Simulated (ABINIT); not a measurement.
Worked example: self-consistent single point of ZrN (P6_3/mmc, 4 atoms in the cell) in ABINIT.

Level of theory: LDA (PW92), PAW (JTH v2.0 LDA PAW) (plane waves; ABINIT).

The change in words: lattice scaled by 0.98. Reference geometry:
```yaml
crystal:
  lattice:
    - [3.21663, 0.00000, 0.00000]
    - [-1.60831, 2.78568, 0.00000]
    - [0.00000, 0.00000, 5.70940]
  atoms:
    - { symbol: Zr, position: [0.00000, 0.00000, 0.00000] }
    - { symbol: Zr, position: [0.00000, 0.00000, 0.50000] }
    - { symbol: N, position: [0.66667, 0.33333, 0.75000] }
    - { symbol: N, position: [0.33333, 0.66667, 0.25000] }
```

Reference input (self-consistent single point, DFT, LDA (PW92), plane waves, PAW (JTH v2.0 LDA PAW)): pseudos = [Zr.LDA_PW-JTH.xml, N.LDA_PW-JTH.xml]; ecut = 707 eV; pawecutdg = 1415 eV; occopt = 3; tsmear = 0.1 eV; ngkpt = 10 10 5; nshiftk = 1; shiftk = 0 0 0; potentials = JTH v2.0 LDA PAW; nband = 23; kptopt = 1; nstep = 50. This run's input differs from it in these lines:

```diff
@@ -5,5 +5,5 @@
 rprim
-         3.2166298299    0.0000000395    0.0000000000
-        -1.6083149491    2.7856831276    0.0000000000
-         0.0000000000    0.0000000000    5.7094000000
+         3.1522968370    0.0000002878    0.0000000000
+        -1.5761486678    2.7299689972    0.0000000000
+         0.0000000000    0.0000000000    5.5952120000
 natom 4
```

Output (repeated stretches shortened):

```
--- !BeginCycle
solver: {iscf: 17, nstep: 50, nline: 4, wfoptalg: 10, }
tolerances: {toldfe: 1.00E-09, }
...

     iter   Etot(hartree)      deltaE(h)  residm     nres2
 ETOT  1  -115.62003867143    -1.156E+02 4.324E-01 7.238E+01
 ETOT  2  -115.71949296844    -9.945E-02 3.577E-02 3.838E+01
 ETOT  3  -115.67147226856     4.802E-02 7.805E-03 1.531E+00
 ETOT  4  -115.67162009546    -1.478E-04 7.569E-03 3.229E-01
 ETOT  5  -115.67096757039     6.525E-04 1.658E-03 3.337E-03
   [... 2 lines left out ...]
 ETOT  8  -115.67098085856     2.812E-08 6.014E-04 2.597E-06
 ETOT  9  -115.67098085337     5.192E-09 7.863E-04 4.290E-07
 ETOT 10  -115.67098085268     6.971E-10 1.779E-04 8.406E-09
 ETOT 11  -115.67098085267     2.331E-12 2.650E-04 2.535E-09
 At SCF step   11, etot is converged :
  for the second time, diff in etot=  2.331E-12 < toldfe=  1.000E-09

 Cartesian components of stress tensor (hartree/bohr^3)
  sigma(1 1)=  3.04935580E-05  sigma(3 2)=  0.00000000E+00
  sigma(2 2)=  3.04935581E-05  sigma(3 1)=  0.00000000E+00
  sigma(3 3)= -4.58653025E-05  sigma(2 1)=  2.53225684E-13

 ----iterations are completed or convergence reached----

 reduced coordinates (array xred) for    4 atoms
       0.000000000000      0.000000000000      0.000000000000
       0.000000000000      0.000000000000      0.500000000000
       0.666666666667      0.333333333333      0.750000000000
       0.333333333333      0.666666666667      0.250000000000
 cartesian forces (eV/Angstrom) at end:
    1     -0.00000000000000     0.00000000000000    -0.00000000000000
   [... lines left out ...]
 Fermi (or HOMO) energy (hartree) =   0.50794   Average Vxc (hartree)=  -0.47042
 Fermi (or HOMO) energy (eV) =  13.82173   Average Vxc (eV)= -12.80087
   [... lines left out ...]
'-kT*entropy'       : -1.89471116108093E-03
total_energy        : -1.15670987957832E+02
total_energy_eV     : -3.14756765478599E+03
...

-Cartesian components of stress tensor (GPa)         [Pressure= -1.4830E-01 GPa]
- sigma(1 1)=  8.97151299E-01  sigma(3 2)=  0.00000000E+00
- sigma(2 2)=  8.97151302E-01  sigma(3 1)=  0.00000000E+00
- sigma(3 3)= -1.34940356E+00  sigma(2 1)=  7.45015558E-09

 Calculation completed.
```

The run converged in 11 iterations. 

The starting cell comes from a database of computed structures (which also holds hypothetical and non-ambient phases and stackings), without a prior relaxation at this level. For this run, on top of that: lattice scaled by 0.98.

These are the values that this program gave, and no reference: the one-centre exchange-correlation terms come from a truncated expansion.

Cost on one core of a shared machine: roughly 70 s.
